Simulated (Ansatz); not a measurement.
Take BP in the zinc blende structure (space group F-43m, No. 216; a = 4.5483 Å) as the base.

Method: PBE (Ansatz, a quantum-chemistry and plane-wave program; PAW; 420 eV plane waves; scalar-relativistic without spin-orbit coupling), earlier PAW set.

Before the change:

| Quantity | Value |
|---|---|
| Band gap | 1.25 eV |
| Smallest direct gap | 3.39 eV |
| Volume per atom | 11.76 Å³ |
| Gap character | indirect, Γ → Γ–X (83 % along) |

The change: every P is replaced by N, then cell and atoms are relaxed.

Tabulated Pauling electronegativity and covalent radius: P 2.19, 1.07 Å; N 3.04, 0.71 Å.

### Question
How does this affect the band gap?

### Answer
The band gap rises by 3.21 eV, from 1.25 eV to 4.46 eV.

### Question
How does this affect the smallest direct gap?

### Answer
The smallest direct gap rises by 5.40 eV (3.39 eV → 8.79 eV).

### Question
Predict the new volume per atom.

### Answer
The volume per atom shrinks by 5.81 Å³ (11.76 Å³ → 5.95 Å³).

### Question
What happens to the gap character?

### Answer
The gap character becomes indirect, Γ → X (base: indirect, Γ → Γ–X (83 % along)).

No phonon test of stability was made.
